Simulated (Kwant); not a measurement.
Device: quantum point contact (saddle potential) in a Si two-dimensional gas. Effective mass 0.19 mₑ, grid spacing 8.3 nm, hard walls, nominal width 200 nm (25 grid rows, so walls 215.8 nm apart), one parabolic valley, scattering region 600 nm long along x; energies count from the band bottom; Fermi energy 0.00052 eV. Potential (V0 + ½k y²) cos²(πx/L) for |x| < L/2, with V0 swept from 0.000546 to 0 eV, k = 5.3e-07 eV/nm², L = 230 nm.

The device is made up for the run: typed textbook-type constants, with dimensions and the other settings drawn at random.

Model: effective-mass tight-binding model on a square grid, one spin, coherent transport at 0 K (Kwant). Conductance is in e²/h.

Task: Compare with the saddle-point formula G = Σ 1/(1 + exp(−2π(E − V0 − ħωy(n + ½))/ħωx)), taking ħωy = ħ√(k/m) and ħωx from the curvature along x of V0 plus half of the mode's confinement energy.

Result: ħωy = 0.461 meV; at V0 = 0.443 meV the lowest mode has ħωx = 0.289 meV.

| V0 (meV) | formula | simulation |
|---|---|---|
| 0.514 | 0.0099 | 0.0088 |
| 0.443 | 0.034 | 0.034 |
| 0.372 | 0.13 | 0.14 |
| 0.301 | 0.43 | 0.46 |
| 0.229 | 0.84 | 0.86 |
| 0.158 | 0.98 | 0.98 |

The formula takes a parabolic saddle in the continuum; the run has the full potential on a grid.
